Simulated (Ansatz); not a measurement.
SnSe2, pressure series

Take SnSe2 in the CdI2 type structure (space group P-3m1, No. 164; a = 3.8402 Å, c = 6.0066 Å; layered, stacked along the Cartesian z axis) as the base.

Cell and atoms are relaxed at each pressure.

Computed with PBE-D3(BJ) (Ansatz, a first-principles code, PAW, no spin-orbit coupling).

Computed cases, in order: pressure −1 GPa; 0 GPa (base); pressure 0.3 GPa; pressure 0.7 GPa; pressure 1.5 GPa; pressure 3 GPa; pressure 5 GPa; pressure 7.5 GPa; pressure 10 GPa.

### Question
Between which two neighbouring cases does the band gap open or close?

### Answer
Between pressure 1.5 GPa (0.14 eV) and pressure 3 GPa (zero). The whole series: pressure −1 GPa: 0.60 eV; 0 GPa (base): 0.36 eV; pressure 0.3 GPa: 0.31 eV; pressure 0.7 GPa: 0.25 eV; pressure 1.5 GPa: 0.14 eV; pressure 3 GPa: zero; pressure 5 GPa: zero; pressure 7.5 GPa: zero; pressure 10 GPa: zero.

A case with no gap was solved on a k-mesh chosen for an insulator, which is coarse for it. Load acts through the strain it causes; cell and atoms are relaxed under it. Whether these cells are dynamically stable was not tested. Competing high-pressure phases were not computed. The final runs are not spin-polarised. A zero or small gap of SnSe2 under pressure 0.7 GPa, SnSe2 under pressure 1.5 GPa, SnSe2 under pressure 3 GPa and SnSe2 under pressure 5 GPa can be the functional's error rather than a property of the material.
